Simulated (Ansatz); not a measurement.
Ansatz (an electronic-structure program) run on Rb (Im-3m, 1 atom in the cell): self-consistent single point.

Method: LDA (PW92), default PAW files made with PBE (plane waves; Ansatz).

The change in words: lattice scaled by 0.98; basis.ecutwfc: 420 eV → 1010 eV. Reference geometry:
```
Rb
1.0
   -2.83347     2.83347     2.83347
    2.83347    -2.83347     2.83347
    2.83347     2.83347    -2.83347
Rb
1
Direct
  0.00000   0.00000   0.00000
```

Reference input (self-consistent single point, DFT, LDA (PW92), plane waves, default PAW files made with PBE): basis.ecutwfc = 420 eV; kpoints.mp_grid.grid = 8 8 8; hamiltonian.xc = lda; hamiltonian.pseudopotentials = {kind: paw} (the program's default PAW files); scf.occupations.method = fermi_dirac; scf.occupations.width = 0.1 eV. This run's input differs from it in these lines:

Ansatz 0.2 input:
```diff
@@ -2,5 +2,5 @@
   lattice:
-    - [-2.833475, 2.833475, 2.833475]
-    - [2.833475, -2.833475, 2.833475]
-    - [2.833475, 2.833475, -2.833475]
+    - [-2.776806, 2.776806, 2.776806]
+    - [2.776806, -2.776806, 2.776806]
+    - [2.776806, 2.776806, -2.776806]
   atoms:
@@ -8,3 +8,3 @@
 basis:
-  ecutwfc: 420.0
+  ecutwfc: 1010.0
 kpoints:
```

Output (repeated stretches shortened):

```
SCF iter   1: F=—  HF=-3170.760784 eV  |F-HF|=—  |Δ(HF+E_count)|=         —  Δρ=2.70e-3  dr2=2.47e-3  ethr=1.77e-3  ⟨swp⟩=7.0  Hψ=2181  notcnv=0
all-band conjugate gradients solve this SCF's bands
preconditioner: auto → Kerker (q_TF=auto, 1.874 Å⁻¹)
SCF iter   2: F=—  HF=-3170.761043 eV  |F-HF|=—  |Δ(HF+E_count)|=   2.60e-4  Δρ=1.40e-3  dr2=7.05e-4  ethr=2.75e-5  ⟨swp⟩=2.1  Hψ=572  notcnv=0
SCF iter   3: F=—  HF=-3170.761098 eV  |F-HF|=—  |Δ(HF+E_count)|=   5.50e-5  Δρ=1.57e-4  dr2=2.84e-5  ethr=7.83e-6  ⟨swp⟩=2.2  Hψ=396  notcnv=0
SCF iter   4: F=—  HF=-3170.761088 eV  |F-HF|=—  |Δ(HF+E_count)|=   1.00e-5  Δρ=7.48e-5  dr2=5.20e-6  ethr=3.15e-7  ⟨swp⟩=2.3  Hψ=396  notcnv=0
SCF iter   5: F=—  HF=-3170.761090 eV  |F-HF|=—  |Δ(HF+E_count)|=   1.34e-6  Δρ=2.85e-5  dr2=1.30e-6  ethr=5.77e-8  ⟨swp⟩=1.7  Hψ=326  notcnv=0
SCF iter   6: F=-3170.761090 eV  HF=-3170.761090 eV  |F-HF|=3.45e-8  |Δ(HF+E_count)|=   1.45e-7  Δρ=5.30e-6  dr2=6.80e-8  ethr=1.11e-9  ⟨swp⟩=4.4  Hψ=1519  notcnv=0
SCF 1 converged in 6 iterations: F = -3170.761090 eV  dr2 = 6.80e-8
Free energy (F): -3170.761090 eV
Internal energy: -3170.727894 eV  (E = F + TS)
E sigma→0 (E₀):  -3170.744492 eV
Entropy (-TS):   -0.033196 eV (-33.196 meV/atom)
Fermi energy:    1.976179 eV
--- Forces (eV/Å), atoms counted from 1 ---
  atom   1  Rb     0.00000000    -0.00000000     0.00000000
--- Stress (GPa, compression-positive) ---
       -0.280868       0.000000       0.000000
        0.000000      -0.280868      -0.000000
        0.000000       0.000000      -0.280868
  P = ⅓ Tr σ = -0.2809 GPa (-2.809 kbar)
  The stress holds the Pulay correction. Without it, at fixed plane waves, as pw.x and ABINIT print it: P = -0.2809 GPa
```

The run converged in 6 iterations. Against the reference run the free energy goes down by 11.7 meV/atom and the pressure goes from -0.41 to -0.28 GPa.

The starting cell has typed, rounded lattice constants, without a prior relaxation at this level. Its lattice was rescaled by up to half a per cent. For this run, on top of that: lattice scaled by 0.98. Ansatz's pressure includes its estimate of the finite-basis (Pulay) stress.
